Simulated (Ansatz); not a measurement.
Model glasses of amorphous ZrO2, 62 to 67 atoms (Zr20O40 before any change). Each row is one cell at a composition chosen by hand, melted whole on the CHGNet potential with the anions pushed apart under 1.9 Å, quenched within some picoseconds, far faster than a real film, and relaxed with PBE, scalar-relativistic without spin-orbit coupling (plane waves to 420 eV, PAW; Ansatz, a first-principles code). Each is the lower in DFT energy of 2 quenches. Cycles of charging and discharging were tried on the cells ahead of these points, and a cell that came back lower was taken. The column on the box says what of it was relaxed with the atoms; held means as the quench left it. Cells that kept moments or hold spare charge are left out. So are cells far out in the fitted variable, so that no row sets the line alone.

At the relaxed places, the spacing of the highest filled and the lowest empty level was computed at the zone centre with PBE and with HSE06, without spin polarisation. A level counts as spread where PBE shares it among more than a fifth of the atoms; else the element of the atom with the largest weight is named. Formal charges balance in every cell (each cation at its usual highest valence, Cu and Ag at +1, Sb at +3, H at +1, O at −2, N at −3, F and Cl at −1). Exact exchange is cut at the faces of these small cells, which leaves the hybrid a finite-size error. Where a level is localised, the spacing isn't the band gap.

```csv
cell,change,box,highest filled on,lowest empty on,"spacing, PBE (eV)","spacing, HSE06 (eV)"
Zr20O45Nb2,"+2 Nb, +5 O",shape,O,Nb,3.05,4.49
Zr20O41Li2,"+2 Li, +1 O",volume and shape,O,spread,3.22,4.75
Zr20O41Zn,"+1 O, +1 Zn",volume and shape,O,spread,3.34,withheld
Zr20O41Na2,"+2 Na, +1 O",shape,spread,spread,3.44,4.95
Zr20O43Sc2,"+3 O, +2 Sc",volume and shape,O,spread,3.53,5.02
Zr20O43La2,"+2 La, +3 O",shape,O,spread,3.58,5.13
Zr20O42Sn,"+2 O, +1 Sn",volume and shape,O,spread,3.68,5.24
```

Q: Fit a straight line of the last column on the one before it through the 6 full rows, and predict the withheld value for Zr20O41Zn.

A: Means: x = 3.417, y = 4.930. Slope = Σ(Δx Δy) / Σ(Δx²) = 0.3217 / 0.2825 = 1.139; intercept = 4.930 − (1.139) × 3.417 = 1.038 eV; r.m.s. residual 0.027 eV. Prediction: 1.038 + (1.139) × 3.34 = 4.84 eV. The run gave 4.87 eV, a miss of 0.03 eV, within twice the residual.
